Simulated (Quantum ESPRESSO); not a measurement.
Input and output of a self-consistent single point for H4NF (P6_3mc, 12 atoms in the cell) (Quantum ESPRESSO).

Method: PBEsol, GBRV 1.5 ultrasoft (PBESOL) pseudopotentials (plane waves; Quantum ESPRESSO).

The change in words: lattice scaled by 0.985. Reference geometry:
```
H4NF
1.0
    4.40767     0.00000     0.00000
   -2.20384     3.81715     0.00000
    0.00000     0.00000     7.13632
H N F
8 2 2
Direct
  0.53787   0.07575   0.92307
  0.46213   0.53787   0.42307
  0.92425   0.46213   0.92307
  0.46213   0.92425   0.42307
  0.53787   0.46213   0.92307
  0.07575   0.53787   0.42307
  0.33333   0.66667   0.22863
  0.66667   0.33333   0.72863
  0.33333   0.66667   0.37471
  0.66667   0.33333   0.87471
  0.33333   0.66667   0.99764
  0.66667   0.33333   0.49764
```

Reference input (self-consistent single point, DFT, PBEsol, plane waves, GBRV 1.5 ultrasoft (PBESOL) pseudopotentials): ecutwfc = 40 Ry; ecutrho = 200 Ry; occupations = fixed; potentials = {H: h_pbesol_v1.4.uspp.F.UPF, N: n_pbesol_v1.2.uspp.F.UPF, F: f_pbesol_v1.4.uspp.F.UPF}; K_POINTS = automatic 7 7 4 0 0 0; nbnd = 20; conv_thr = 1e-10 Ry; mixing_beta = 0.5. This run's input differs from it in these lines:

```diff
@@ -41,5 +41,5 @@
 CELL_PARAMETERS bohr
-   8.3292889388     0.0000000000     0.0000000000
-  -4.1646444694     7.2133758165     0.0000000000
-   0.0000000000     0.0000000000    13.4856903377
+   8.2043499902     0.0000000000     0.0000000000
+  -4.1021749951     7.1051755130     0.0000000000
+   0.0000000000     0.0000000000    13.2834046047
```

Output, abridged:

```
     Self-consistent Calculation

     iteration #  1     ecut=    40.00 Ry     beta= 0.50

     total energy              =    -146.65857825 Ry
     estimated scf accuracy    <       1.20392810 Ry

     iteration #  2     ecut=    40.00 Ry     beta= 0.50

     total energy              =    -146.92984217 Ry
     estimated scf accuracy    <       0.09215386 Ry

     iteration #  3     ecut=    40.00 Ry     beta= 0.50

     total energy              =    -146.93193279 Ry
     estimated scf accuracy    <       0.01820441 Ry

   [... 7 blocks of this kind left out ...]

     iteration # 11     ecut=    40.00 Ry     beta= 0.50

     total energy              =    -146.93370479 Ry
     estimated scf accuracy    <          3.5E-10 Ry

     iteration # 12     ecut=    40.00 Ry     beta= 0.50
     End of self-consistent calculation

     highest occupied, lowest unoccupied level (ev):    -3.0899    3.1907

!    total energy              =    -146.93370479 Ry
     estimated scf accuracy    <          2.5E-11 Ry

     convergence has been achieved in  12 iterations

     Forces acting on atoms (cartesian axes, Ry/au):

     atom    1 type  1   force =     0.00000000   -0.04938548    0.01751589
     atom    2 type  1   force =     0.04276908   -0.02469274    0.01751589
     atom    3 type  1   force =     0.04276908    0.02469274    0.01751589
     atom    4 type  1   force =     0.00000000    0.04938548    0.01751589
     atom    5 type  1   force =    -0.04276908    0.02469274    0.01751589
     atom    6 type  1   force =    -0.04276908   -0.02469274    0.01751589
   [... lines left out ...]

     Total force =     0.147927     Total SCF correction =     0.000002

          total   stress  (Ry/bohr**3)                   (kbar)     P=       59.95
   0.00040831   0.00000000   0.00000000           60.06        0.00        0.00
   0.00000000   0.00040831   0.00000000            0.00       60.06        0.00
   0.00000000   0.00000000   0.00040597            0.00        0.00       59.72

   JOB DONE.
```

The run converged in 12 iterations. Against the reference run the free energy goes up by 11.7 meV/atom, the pressure goes from 2.29 to 5.99 GPa, the largest force goes from 0.758 to 1.347 eV/Å and the gap on the mesh goes from 6.166 to 6.281 eV.

The starting cell comes from a database of computed structures (which also holds hypothetical and non-ambient phases and stackings), without a prior relaxation at this level. For this run, on top of that: lattice scaled by 0.985. Forces in this geometry exceed 1 eV/Å.

Cost on one core of a shared machine: roughly 50 s.
